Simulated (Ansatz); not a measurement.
**Band gap of diamond and zinc-blende semiconductors: measurement against r2SCAN**

Computed values from Ansatz (plane waves, PAW); cells keep the symmetry of their structure type. Ansatz (a quantum-chemistry and plane-wave program) is a plane-wave DFT program; potentials: the later of its two PAW sets. No spin-orbit coupling. Gaps are read at band edges searched over the zone in cells relaxed at that level.

Here x stands for r2SCAN gap and y for measured gap.

| solid | r2SCAN gap (eV) | measured gap (eV) | basis of the measured value |
|---|---|---|---|
| GaAs | 0.96 | 1.57 | low temperature, zero-point corrected |
| InP | 1.03 | 1.47 | low temperature, zero-point corrected |
| CdTe | 1.16 | 1.63 | unstated, zero-point corrected |
| SiC | 1.71 | 2.53 | low temperature, zero-point corrected |
| GaP | 1.84 | 2.43 | low temperature, zero-point corrected |
| ZnSe | 1.87 | ? | low temperature, zero-point corrected |
| ZnS | 2.70 | 3.94 | low temperature, zero-point corrected |

Taking a straight line for y over the 6 complete rows: With u = x - 1.6, the rows have u = -0.6400, -0.5700, -0.4400, 0.1100, 0.2400, 1.1000. Means: u -0.033333, y 2.262. About the means, the sum of products is 3.0879 and the sum of squares of u is 2.2011; the slope is their ratio. Least squares gives y = 2.308 + 1.4029·u. Residuals (row less fit): 0.160, -0.038, -0.061, 0.068, -0.215, 0.089; standard error 0.149 (degrees of freedom: 4). The slope is 1.40 with a standard error of 0.10. Before the fit, r2SCAN less measured has mean -0.695, mean absolute 0.695 and median absolute 0.600 eV over these 6 rows.

Problem. Predict the withheld y at x = 1.87 from the fit, and compare with measurement.

Solution. u = 0.2700, so y = 2.308 + 1.4029 × 0.2700 = 2.687 eV. The measured value is 2.87 eV, 0.183 eV above the prediction (7.4 % of the range of y in the table). The row lies between fitted rows. From the scatter of the fitted rows alone, a prediction at this place has a standard error of 0.164 eV, so the miss is 1.1 times that.

Plain r2SCAN misses this row by -1.00 eV. Spin-orbit coupling is left out, which can shift this property for GaAs, InP, CdTe, ZnSe. The rows are a random draw of 7 from the 7 solids that have both values on this basis (zero-point corrected by the source), of 23 computed in this series. Not drawn: V to Ni and open 4f shells, rows kept for tests, unfit runs, cells that left their space group, values derived or compiled from fits, values whose temperature is given only as extrapolated, encyclopaedia, home-page and unnamed sources, sources from 2025 on, runs on another kind of cell, cells with moments, not at rest, warned of a lower state, or off the usual phase with no note on it here. Optical and fundamental gaps aren't told apart in the measured column. Measured values as quoted by these papers, many of them computational: GaAs Wei Chen et al., Physical Review Materials (2018), doi:10.1103/physrevmaterials.2.073803; InP Wei Chen et al., Physical Review Materials (2018), doi:10.1103/physrevmaterials.2.073803; CdTe Anna Miglio et al., npj Computational Materials (2020), arXiv:2011.12765; SiC Wei Chen et al., Physical Review Materials (2018), doi:10.1103/physrevmaterials.2.073803; GaP Wei Chen et al., Physical Review Materials (2018), doi:10.1103/physrevmaterials.2.073803; ZnSe Wei Chen et al., Physical Review Materials (2018), doi:10.1103/physrevmaterials.2.073803; ZnS Wei Chen et al., Physical Review Materials (2018), doi:10.1103/physrevmaterials.2.073803.
